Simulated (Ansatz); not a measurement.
Given:

```xyz
8
Lattice="3.6486 0.0000 0.0000 0.0000 3.6486 0.0000 0.0000 0.0000 22.7399" Properties=species:S:1:pos:R:3 pbc="T T T"
O      0.9122    -0.9122     7.5953
Sr     2.7365     0.9122     7.5312
O      2.7365    -2.7365    10.0447
Sr     4.5608    -0.9122    10.0809
O      4.5608    -4.5608    12.6952
Sr     6.3851    -2.7365    12.6590
O      6.3851    -6.3851    15.1446
Sr     8.2094    -4.5608    15.2087
```

No spin polarisation.

Calculations: plane-wave PAW DFT at the r2SCAN level (Ansatz, a first-principles code, 500 eV), without spin-orbit coupling. k-mesh 9×9×1 (Γ-centred); smearing 0.05 eV (Fermi–Dirac). The cell is a slab with vacuum along z.

### Question
What band gap does the calculation give?

### Answer
2.90 eV.

### Question
What gap character does the calculation give?

### Answer
Direct at Γ.

### Question
Predict the layer's space group (with vacuum).

### Answer
P4/nmm (No. 129).

No phonon test of stability was made. The cell was made from SrO in the rock salt structure (space group Fm-3m, No. 225) by this change: a free-standing slab of 4 layers (8 atoms, 2 a layer) is cut normal to the z axis, with 15 Å of vacuum and the in-plane cell held at bulk.
